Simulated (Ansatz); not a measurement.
Base system: SnS in the GeS type structure (space group Pnma, No. 62).

```yaml
crystal:
  lattice:
    - [11.15548, 0.00000, 0.00000]
    - [0.00000, 3.99991, 0.00000]
    - [0.00000, 0.00000, 4.26082]
  atoms:
    - { symbol: Sn, position: [0.61842, 0.75000, 0.61176] }
    - { symbol: Sn, position: [0.88158, 0.25000, 0.11176] }
    - { symbol: Sn, position: [0.38158, 0.25000, 0.38824] }
    - { symbol: Sn, position: [0.11842, 0.75000, 0.88824] }
    - { symbol: S, position: [0.35287, 0.75000, 0.97526] }
    - { symbol: S, position: [0.14713, 0.25000, 0.47526] }
    - { symbol: S, position: [0.64713, 0.25000, 0.02474] }
    - { symbol: S, position: [0.85287, 0.75000, 0.52474] }
```

Cartesian axes are those of the cell as printed.

The values are results of PBE-D3(BJ) (Ansatz, a quantum-chemistry and plane-wave program), spin-orbit coupling left out, earlier PAW set, not measurements.

Before the change:

The band gap is 0.70 eV. The volume per atom comes out as 23.77 Å³ and the pressure comes out as 0.00 GPa.

Perturbation: biaxial strain +0.32 %, plane normal [001], relaxed out of plane (Cartesian); in-plane vectors clamped, the third vector and the atoms free.

### Question
What does the calculation give for the band gap, volume per atom and pressure after the change?

### Answer
The band gap increases by 0.02 eV to 0.72 eV; the volume per atom goes up by 0.055 Å³, from 23.77 Å³ to 23.82 Å³; the pressure (mean of the normal stresses, compression positive) goes from zero to -0.12 GPa.

Stability against distortions was not tested.
